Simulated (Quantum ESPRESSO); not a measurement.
Quantum ESPRESSO is run on Cu (Fm-3m, 1 atom in the cell), and the run fails. The aim is a self-consistent single point with DFT, PBE, plane waves, PSlibrary ultrasoft (PBE) pseudopotentials.

Cell that was meant: a = 2.5296 Å, b = 2.5296 Å, c = 2.5296 Å, α = 60.00°, β = 60.00°, γ = 60.00°.

Part of the input:

```fortran
  calculation = 'scf',
  prefix = 'run',
  outdir = './tmp/',
  pseudo_dir = './pseudo',
  tprnfor = .true.,
  tstress = .true.,
/
```

Output (repeated stretches shortened):

```
 %%%%%%%%%%%%%%%%%%%%%%%%%%%%%%%%%%%%%%%%%%%%%%%%%%%%%%%%%%%%%%%%%%%%%%%%%%%%%%
     Error in routine readpp (1):
     file ./pseudo/Cu.pbe-dn-rrkjus_psl.1.0.0.UPF not found
 %%%%%%%%%%%%%%%%%%%%%%%%%%%%%%%%%%%%%%%%%%%%%%%%%%%%%%%%%%%%%%%%%%%%%%%%%%%%%%

     stopping ...
```

Question: From the messages shown, name the fault and mend the input.

Answer: The fault is a wrong folder for the potentials. The files are not in the folder that the input names. To fix it, correct the folder. The program stopped before any SCF iteration.

The sound input it was made from differs as follows (other fixes are possible):
```diff
-  pseudo_dir = './pseudo',
+  pseudo_dir = './',
```

With that input, the run converged in 9 iterations: free energy E − TS -1670.0402 eV; Fermi level (on the code's own zero) 13.29 eV; pressure 6.18 GPa (DFT, PBE, plane waves, PSlibrary ultrasoft (PBE) pseudopotentials).

On the sound input: the starting cell comes from a database of computed structures (which also holds hypothetical and non-ambient phases and stackings), without a prior relaxation at this level. Spin polarisation is off. With a pressure of about 6 GPa the cell is away from its equilibrium volume at this level.
